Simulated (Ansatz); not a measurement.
The reference is AlN in the wurtzite structure (space group P6_3mc, No. 186; a = 3.130 Å, c = 5.018 Å). Axes: x lies along a and z along c of the hexagonal cell.

The change: compressive biaxial strain of 1.80 % in the plane normal to [001], as in epitaxy on a mismatched substrate; the out-of-plane cell vector and the atoms relax.

Computed with PBE in Ansatz (plane waves to 420 eV, PAW, no spin-orbit coupling).

Base, band edges from the VBM (valence, conduction): K -2.34, 5.05; H -0.79, 7.35; M -0.68, 5.76; L -1.34, 5.25; A -0.53, 6.31; Γ 0.00, 4.03 eV.

### Question
Give the band edges at the high-symmetry points of the new zone, measured from its valence-band maximum.

### Answer
```tsv
point	valence edge (eV)	conduction edge (eV)
Γ	0.00	4.36
M	-0.54	5.74
K	-2.27	5.03
A	-0.29	6.74
L	-1.24	5.37
H	-0.78	7.42
```

The gap is 4.36 eV, direct at Γ.

Gaps are Kohn–Sham eigenvalue differences; semilocal functionals usually give less than the measured gap. Whether these cells are dynamically stable was not tested.

Ansatz is a program for electronic structure.
